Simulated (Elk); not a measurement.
Elk run on TiSi₂ (Fddd, 6 atoms in the cell): self-consistent single point.

Level of theory: PBEsol, all-electron FP-LAPW, Elk's shipped species files, LAPW+lo basis run with Elk.

```xyz
6
Lattice="0.0000 4.2089 4.3575 2.4426 0.0000 4.3575 2.4426 4.2089 0.0000" Properties=species:S:1:pos:R:3 pbc="T T T"
Ti     2.4426     4.2089     4.3575
Ti     3.6638     6.3134     6.5363
Si     2.4426     7.0494     4.3575
Si     2.4426     1.3685     4.3575
Si     1.2213     3.4730     2.1788
Si     1.2213     0.7360     2.1788
```

Reference input (self-consistent single point, DFT, PBE, all-electron FP-LAPW, Elk's shipped species files, LAPW+lo basis): xctype = 20; rgkmax = 8; stype = 0; swidth = 0.00734986 Ha; ngridk = 7 7 7; gmaxvr = 14 1/bohr; nxoapwlo = 1. This run's input differs from it in these lines:

```diff
@@ -4,3 +4,3 @@
 xctype
-  20
+  22
```

Output, abridged:

```
│ Self-consistent loop started │
│ Loop number : 1 │
 total energy                :     -2867.66854344
│ Loop number : 2 │
 total energy                :     -2867.72879570
RMS change in Kohn-Sham potential (target) :   0.5202442140     (  0.1000000000E-05)
Absolute change in total energy (target)   :   0.6025226134E-01 (  0.1000000000E-03)
│ Loop number : 3 │
 total energy                :     -2866.37758566
RMS change in Kohn-Sham potential (target) :   0.4503711754     (  0.1000000000E-05)
Absolute change in total energy (target)   :    1.336146971     (  0.1000000000E-03)
│ Loop number : 4 │
   [... lines left out ...]
Absolute change in total energy (target)   :   0.4511765742E-03 (  0.1000000000E-03)
│ Loop number : 13 │
 total energy                :     -2864.06252587
RMS change in Kohn-Sham potential (target) :   0.1425000015E-05 (  0.1000000000E-05)
Absolute change in total energy (target)   :   0.3233021016E-04 (  0.1000000000E-03)
│ Loop number : 14 │
 total energy                :     -2864.06250912
RMS change in Kohn-Sham potential (target) :   0.2943059020E-06 (  0.1000000000E-05)
Absolute change in total energy (target)   :   0.8663242170E-05 (  0.1000000000E-03)
Convergence targets achieved

│ Loop number : 15 │

Energies :
 Fermi                       :     0.334792252858
 total energy                :     -2864.06250452

Density of states at Fermi energy :    72.76935052
 (states/Hartree/unit cell)

Estimated indirect band gap :   0.4419542688E-03
 from k-point      8 to k-point     48
Estimated direct band gap   :   0.5334357909E-02
 at k-point      4

Charges :
 core                        :    60.00000000
 valence                     :    40.00000000
 interstitial                :    10.29134082
 muffin-tins (core leakage)
  species :    1 (Ti)
   atom    1                 :    20.45186774     (  0.5420961458E-09)
   atom    2                 :    20.45186774     (  0.5420961458E-09)
  species :    2 (Si)
   atom    1                 :    12.20123092     (  0.1340394423E-02)
   atom    2                 :    12.20123092     (  0.1340394423E-02)
   atom    3                 :    12.20123092     (  0.1340394423E-02)
   atom    4                 :    12.20123092     (  0.1340394423E-02)
 total in muffin-tins        :    89.70865918
 total calculated charge     :    99.99420656
 total charge                :    100.0000000
 error                       :   0.5793440833E-02

│ Self-consistent loop stopped │
```

The run converged in 15 iterations. The count includes the last loop, which Elk runs after its targets are met. 

The starting cell comes from a database of computed structures (which also holds hypothetical and non-ambient phases and stackings), without a prior relaxation at this level. Its lattice was rescaled by a random factor within 2.5 % of one. Spin polarisation is off. Values depend on the basis (sphere radii, cutoffs, local orbitals), which need not be converged. The log's line on a gap gives a spacing of levels on this mesh, which the program prints for metals too.

Cost on one core of a shared machine: roughly 3 min.
